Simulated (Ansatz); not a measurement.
Spacing of the highest filled and lowest empty level at the zone centre in eight small model glasses of hand-chosen composition and density, fast-quenched (anions pushed apart in CHGNet runs), each at its PBE geometry, by PBE and by HSE06 (Ansatz, a first-principles code, plane waves, PAW). The cells are the first eight to finish that balance their formal charges, show no moments and no lower geometry on charging where those were tested, and have a gap at both levels; defect levels can set the spacings, and exact exchange is cut at the cells' faces.

```
cell        quench by  pressure (GPa)             levels at the gap  PBE (eV)  experiment, tabulated (eV)
----------  ---------  --------------  ----------------------------  --------  --------------------------
Ti20O41Mg      CHGNet             2.5  localised at the filled edge      2.72                           -
In24O37Be      CHGNet             0.1  localised at the filled edge      0.35                           -
Hf18O39W       CHGNet             0.0       localised at both edges      3.24                           -
Si24O51Y2      CHGNet             0.0  localised at the filled edge      4.20                           -
Zr20O42Si      CHGNet            -1.2  localised at the filled edge      3.67                           -
In24O39La2     CHGNet             0.1  localised at the filled edge      0.63                           -
Si24O50Ti      CHGNet             0.0       localised at both edges      4.20                           -
Hf18O38Ti      CHGNet             2.5       localised at both edges      3.37                           -
```

Question: What does HSE06 give, and how does it move these values against PBE?

Answer: Ti20O41Mg 4.22, In24O37Be 1.67, Hf18O39W 4.62, Si24O51Y2 5.85, Zr20O42Si 5.19, In24O39La2 2.04, Si24O50Ti 6.03, Hf18O38Ti 4.99 eV. It raises them by +1.33 to +1.83 eV, +1.53 eV on average. A straight line through the eight gives HSE06 = 1.08 × PBE +1.30 eV, with a scatter of 0.10 eV.
